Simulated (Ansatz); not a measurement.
InSb, response to strain

Consider InSb in the zinc blende structure (space group F-43m, No. 216; a = 6.519 Å). Axes: x, y, z lie along the cube axes.

Strains are applied to the cell and any free atomic positions relax; under biaxial strain the out-of-plane vector relaxes too.

Method: PBEsol (Ansatz, an electronic-structure program), scalar-relativistic without spin-orbit coupling.

Notes on the quantities. energy relative to the base: free energy F; pressure: mean of the normal stresses, compression positive.

```csv
change,energy relative to the base,pressure,volume per atom
base,0 meV/atom,0.0 GPa,34.63 Å³
"biaxial strain −2.50 %, plane normal [111], relaxed out of plane",+13 meV/atom,1.6 GPa,33.45 Å³
"biaxial strain −2.08 %, plane normal [111], relaxed out of plane",+8.6 meV/atom,1.3 GPa,[?]
"biaxial strain −1.67 %, plane normal [111], relaxed out of plane",+5.5 meV/atom,1.0 GPa,33.83 Å³
"biaxial strain −1.25 %, plane normal [111], relaxed out of plane",+3.1 meV/atom,0.8 GPa,34.03 Å³
"biaxial strain −0.42 %, plane normal [111], relaxed out of plane",+0.3 meV/atom,0.3 GPa,[?]
"biaxial strain +0.42 %, plane normal [111], relaxed out of plane",+0.3 meV/atom,-0.2 GPa,34.83 Å³
"biaxial strain +0.83 %, plane normal [111], relaxed out of plane",+1.3 meV/atom,-0.5 GPa,35.03 Å³
"biaxial strain +1.25 %, plane normal [111], relaxed out of plane",+2.9 meV/atom,-0.7 GPa,35.23 Å³
"biaxial strain +2.50 %, plane normal [111], relaxed out of plane",+11 meV/atom,-1.3 GPa,35.82 Å³
```

Q: Fill in the withheld entries from the trend.

A: 
- biaxial strain −2.08 %, plane normal [111], relaxed out of plane, volume per atom: 33.64 Å³
- biaxial strain −0.42 %, plane normal [111], relaxed out of plane, volume per atom: 34.43 Å³

Whether these cells are dynamically stable was not tested. All final runs are without spin polarisation.
